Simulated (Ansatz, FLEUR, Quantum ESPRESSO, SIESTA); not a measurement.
**One structure in several programs: Ni3Fe (Pm-3m, 4 atoms in the cell)**

Self-consistent single point, at a second geometry (lattice scaled by 0.98). First geometry:

```
Ni3Fe
1.0
    3.60325     0.00000     0.00000
    0.00000     3.60325     0.00000
    0.00000     0.00000     3.60325
Fe Ni
1 3
Direct
  0.00000   0.00000   0.00000
  0.00000   0.50000   0.50000
  0.50000   0.00000   0.50000
  0.50000   0.50000   0.00000
```
Moments meant for the start (each program seeds them in its own way; μB, in the order of the atoms Fe Ni Ni Ni): 3.0 0.5 0.5 0.5.

Shared settings, as Ansatz (a first-principles code) writes them: kpoints.mp_grid.grid = 7 7 7; scf.occupations.method = fermi_dirac; scf.occupations.width = 0.0073 Ry. Potentials and cutoffs stand in the table.

```tsv
code	model	ΔF from the first geometry (meV/atom)	pressure (GPa)	size of the net moment (μB/atom)	cutoff
FLEUR	PBE, all-electron FLAPW (FLEUR), scalar-relativistic valence	-15.2	–	1.20	Kmax 3.6 1/bohr
Ansatz	PBE, PAW files	-13.4	2.46	1.21	default
SIESTA	GGA PBE, numerical atomic orbitals TZP, PseudoDojo PBE standard norm-conserving potentials (rewritten from UPF to PSML)	-23.5	-1.23	1.23	grid 400 Ry
Quantum ESPRESSO	PBE, PSlibrary PAW (PBE) pseudopotentials	-11.5	2.87	1.21	55 Ry
```

A dash marks a value that a program does not give, or that is left out as unsure.

On Ansatz's run: the magnetic order is the one reached from the typed start; others were not searched systematically.

The spread over the programs that give each value: ΔF from the first geometry within 12.0 meV/atom; pressure within 4.10 GPa; size of the net moment within 0.03 μB/atom.

SIESTA uses small atom-centred bases, whose incompleteness enters pressures, forces and empty levels differently from a plane-wave cutoff. FLEUR treats all electrons, but the usual bases taken here (sphere radii, linearisation, local orbitals, empty states) were not tested for convergence, so the values are no reference for the others. Ansatz's pressure is given at a fixed set of plane waves, as the other plane-wave codes print theirs; with its correction for the finite basis it is 2.61 GPa. In the pressure, SIESTA (by 3.90) lies more than 1 GPa from the median of the plane-wave programs.

The starting cell has typed, rounded lattice constants, without a prior relaxation at this level. Its lattice was rescaled by a random factor within 2.5 % of one. For this run, on top of that: lattice scaled by 0.98.

Keys are those of Ansatz 0.2.
